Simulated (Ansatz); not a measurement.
Si: isotropic strain −1.00 %

Take Si in the diamond structure (space group Fd-3m, No. 227; a = 5.444 Å) as the base.

One thing is altered: an isotropic linear strain of −1.00 %, atoms relaxed at fixed cell.

Level of theory: Kohn–Sham DFT with the r2SCAN functional, run in Ansatz (a quantum-chemistry and plane-wave program) with PAW and 500 eV plane waves, scalar-relativistic without spin-orbit coupling. Γ-centred 10×10×10 mesh, Fermi–Dirac width 0.05 eV.

The space group stays Fd-3m (No. 227) and the shortest interatomic distance shrinks by 2.36 pm to 233.4 pm. The energy rises by 5.7 meV/atom and the band gap decreases by 0.06 eV to 0.72 eV. The gap character remains indirect, Γ → Γ–X (87 % along) and the smallest direct gap goes up by 0.01 eV (2.74 eV → 2.75 eV). The mean gap deformation potential ΔEg/Δln V is +1.8 eV and the electron mass remains 0.91 mₑ along k, 0.19 mₑ across (off the special points). The valley order (the lowest conduction-band minima on the path, energy above the VBM, named in the base's zone) goes from a point along ⟨100⟩, about 1.0 Å⁻¹ from Γ 0.78 eV; L along ⟨111⟩ 1.84 eV to a point along ⟨100⟩, about 1.0 Å⁻¹ from Γ 0.72 eV; L along ⟨111⟩ 1.96 eV.

Final structure:

```xyz
2
Lattice="0.0000 2.6949 2.6949 2.6949 0.0000 2.6949 2.6949 2.6949 0.0000" Properties=species:S:1:pos:R:3 pbc="T T T"
Si     0.0000     0.0000     0.0000
Si     1.3475     1.3475     1.3475
```

Effective masses come from finite differences of ±0.01 Å⁻¹. Along k means along the line from Γ to the band edge. No phonon test of stability was made.
